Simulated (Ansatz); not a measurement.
**What biaxial strain −3.00 %, plane normal [001], relaxed out of plane does to CsSnI3**

The parent structure is CsSnI3 in the cubic perovskite structure (space group Pm-3m, No. 221; a = 6.131 Å). Axes: x, y, z lie along the cube axes.

Modification: biaxial strain −3.00 %, plane normal [001], relaxed out of plane (Cartesian); in-plane vectors clamped, the third vector and the atoms free.

The values are results of PBEsol, PAW, 420 eV (Ansatz, a quantum-chemistry and plane-wave program; without spin-orbit coupling), not measurements. Γ-centred 8×8×8 mesh, Fermi–Dirac width 0.05 eV.

```tsv
quantity	base	changed	shift
volume per atom	46.08 Å³	43.66 Å³	-2.42 Å³
space group	Pm-3m (No. 221)	P4/mmm (No. 123)	–
shortest interatomic distance	3.065 Å	2.973 Å	-0.092 Å
energy relative to the base (free energy F)	0 meV/atom	+14 meV/atom	+14 meV/atom
band gap	0.10 eV	zero	–
out-of-plane strain (rough)	–	+0.70 %	–
mean in-plane stress (compression positive) (rough)	–	+1.8 GPa	–
```

Without a gap, meshes like the base's 8×8×8 leave anisotropic stresses uncertain by several tenths of a GPa, and small strain energies with them. Spin-orbit coupling, missing from the scalar runs, can matter with I. No phonon test of stability was made. All final runs are without spin polarisation. Many cubic perovskites are stable only at high temperature; tilts and polar distortions were not tested. Gaps under 0.05 eV, about the width of the smearing, are given as zero. The zero or small gap of CsSnI3 can change with the level of theory.
